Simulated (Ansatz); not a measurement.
## Response to strain in Sn

Start from Sn in the diamond structure (space group Fd-3m, No. 227; a = 6.5402 Å; relaxed with 0.1 eV smearing). Axes: x, y, z lie along the cube axes.

Strains are applied to the cell and any free atomic positions relax.

Computed with Ansatz (a program for electronic structure) PBEsol, spin-orbit coupling left out.

Notes on the quantities. energy relative to the base: free energy F.

```tsv
uniaxial strain ε_zz (%)	energy relative to the base (meV/atom)
-3	6.3
-2.5	4.4
-2	?
-1.5	1.6
-1	0.7
-0.5	0.2
0	0.0
```

**Question.** Fit ΔE = Aε² + Bε³ (ε in %) to the rows shown and predict the withheld row.

**Answer.** Least squares on the printed values gives A = 0.721 and B = 0.0068 meV/atom (largest residual 0.0 meV/atom); this predicts 2.8 meV/atom, and the run gives 2.8 meV/atom, in agreement.

Whether these cells are dynamically stable was not tested.
